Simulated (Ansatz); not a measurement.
Take GaAs in the zinc blende structure (space group F-43m, No. 216; a = 5.6590 Å) as the base. Axes: x, y, z lie along the cube axes.

Modification: uniaxial stress, 3 GPa tension along z; all other stress components relax to zero.

Levels (all Ansatz, a first-principles code, PAW): PBEsol (420 eV, no SOC); r2SCAN (500 eV, scalar-relativistic without spin-orbit coupling); HSE06 (420 eV, no spin-orbit coupling).

At the geometry relaxed with PBEsol, these levels gave the following band gaps, in shuffled order: (a) 0.20 eV, (b) 0.76 eV, (c) 1.15 eV.

Q: Match each gap to its level.

A: (a) PBEsol; (b) r2SCAN; (c) HSE06.

Single points use the geometry relaxed with PBEsol. Load acts through the strain it causes; cell and atoms are relaxed under it. Stability under load was not tested beyond the relaxation. The zero or small gap of GaAs under uniaxial stress, 3 GPa tension along z can change with the level of theory.
